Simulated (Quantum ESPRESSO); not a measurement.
# Habitual settings against a tight run: TiC (Fm-3m, 2 atoms in the cell)

Self-consistent single point.

```
TiC
1.0
   -2.18434     0.00000     2.18434
    0.00000     2.18434     2.18434
   -2.18434     2.18434     0.00000
Ti C
1 1
Direct
  0.00000   0.00000   0.00000
  0.50000   0.50000   0.50000
```

Method of the run: PBE, PseudoDojo standard norm-conserving (PBE) pseudopotentials (plane waves; Quantum ESPRESSO 7.5).

Base settings: ecutwfc = 85 Ry; occupations = smearing; smearing = marzari-vanderbilt; degauss = 0.019992 Ry; potentials = {Ti: Ti.upf, C: C.upf}; K_POINTS = automatic 17 17 17 0 0 0; conv_thr = 1e-10 Ry; mixing_beta = 0.7.

Tight run (finer mesh or higher cutoff; not a proven limit): ecutwfc: 85 Ry → 119 Ry; conv_thr: 1e-10 Ry → 7.3e-11 Ry; K_POINTS: automatic 17 17 17 0 0 0 → automatic 23 23 23 0 0 0. It gave Fermi level (on the code's own zero) 14.29 eV; pressure -5.83 GPa.

Quick runs, as changes from the base:
- A: the base itself
- B: K_POINTS: automatic 17 17 17 0 0 0 → automatic 4 4 4 0 0 0
- C: ecutwfc: 85 Ry → 68 Ry; smearing: marzari-vanderbilt → gaussian; degauss: 0.019992 Ry → 0.0147 Ry; K_POINTS: automatic 17 17 17 0 0 0 → automatic 2 2 2 0 0 0; potentials: PseudoDojo standard norm-conserving (LDA) [LDA (PW92)]
- D: ecutwfc: 85 Ry → 42 Ry; K_POINTS: automatic 17 17 17 0 0 0 → automatic 2 2 2 1 1 1
- E: ecutwfc: 85 Ry → 51 Ry; degauss: 0.019992 Ry → 0.0147 Ry; K_POINTS: automatic 17 17 17 0 0 0 → automatic 1 1 1 0 0 0
- F: ecutwfc: 85 Ry → 42 Ry; smearing: marzari-vanderbilt → fermi-dirac; degauss: 0.019992 Ry → 0.036749 Ry; conv_thr: 1e-10 Ry → 7.3e-05 Ry; K_POINTS: automatic 17 17 17 0 0 0 → automatic 8 8 8 0 0 0

Energies are extrapolated to zero smearing width, which holds to low order in the width alone (under cold and Methfessel-Paxton smearing the free energy itself is taken).

Dashes: energy of C, another energy zero; pressure of F, not trusted under this conv_thr with d or f elements.

† marks runs with another functional, U, potentials or spin treatment: their distance from the tight run is not a convergence error alone.

The count of work is k-points × plane waves × bands × iterations; it is no time. 

The starting cell comes from a database of computed structures (which also holds hypothetical and non-ambient phases and stackings), without a prior relaxation at this level. Its lattice was rescaled by a random factor within 2.5 % of one. Spin polarisation is off. In the base run, with a pressure of about -6 GPa the cell is away from its equilibrium volume at this level.

| run | energy less tight (meV/atom) | pressure less tight (GPa) | count of work / tight |
|---|---|---|---|
| A | 0.4 | -0.03 | 0.30 |
| B | 33.5 | -0.69 | 0.010 |
| C† | – | -1.67 | 0.0046 |
| D | 1013.4 | -65.12 | 0.00095 |
| E | 10118.4 | 101.69 | 0.0016 |
| F | 1124.8 | – | 0.0066 |

Among the runs at the tight run's level, the energy misses run from 0.4 to 10118.4 meV/atom.
